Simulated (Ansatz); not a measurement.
Worked calculations on one periodic cell of amorphous Si₂₁Ge₃O₄₈: Si21Ge3O48, 72 atoms, volume 1091.0 Å³, made by a melt-quench on the CHGNet potential and relaxed with DFT. O atoms were pushed apart under 1.9 Å during the dynamics, to hinder bonds among them. It is a model cell: composition and starting density were chosen by hand, and all elements were melted together. Cycles of charging were run to anneal it. Calculation: PBE, scalar-relativistic without spin-orbit coupling (plane waves to 420 eV, PAW; Ansatz, a program for electronic structure). Sampling: a 2×2×2 Γ-centred mesh; Fermi-Dirac width 0.02 eV; no spin polarisation. Its volume was relaxed, its shape was free, and it stands at a mean pressure of 0.0 GPa with stress components up to 0.1 GPa; the relaxation ran on the zone centre alone. Its density went from a set 2.52 to 2.40 g/cm³. The cell is small and was quenched far faster than a real film, so it is one sample of the glass.

Task: Count formal charges (Si +4, Ge +4, O -2). What does the count lead one to expect at the Fermi level, and what does the calculation give?

Result: 21 × (+4) + 3 × (+4) + 48 × (-2) = 0. The charges balance, so the anion-derived valence states can be full and a gap can open. On this mesh the highest filled and lowest empty level lie 4.38 eV apart, the PBE gap of this cell.

Four energies for an added electron at PBE on the zone centre alone (charged cells in a uniform background, spin-polarised): neutral at the neutral geometry -53536.941 eV; charged at the neutral geometry -53531.257 eV; charged and relaxed -53532.168 eV; neutral at the charged geometry -53535.181 eV.

Task: Find the two relaxation energies and their sum, the reorganisation energy.

Result: On charging: -53531.257 − (-53532.168) = 0.911 eV. On discharging: -53535.181 − (-53536.941) = 1.760 eV. The sum is 2.671 eV. The carrier's level spreads over 4 of the 72 atoms' worth, so it counts as localised, most on one Ge atom with neighbours O 1.74 Å, O 1.77 Å, O 1.78 Å, O 1.79 Å (neutral geometry). The values are uncorrected: the image energy of a point charge in this cell, 2.84 × 14.40 / (2 × 10.3) = 2.0 eV before screening, is screened by electrons alone at the fixed geometry and by ions too after relaxing, and the carrier can be spread before it relaxes, so each term can be off by up to that value times 1/ε∞, some tenths of an eV. PBE's self-interaction favours spread-out carriers, so a hybrid can localise more.
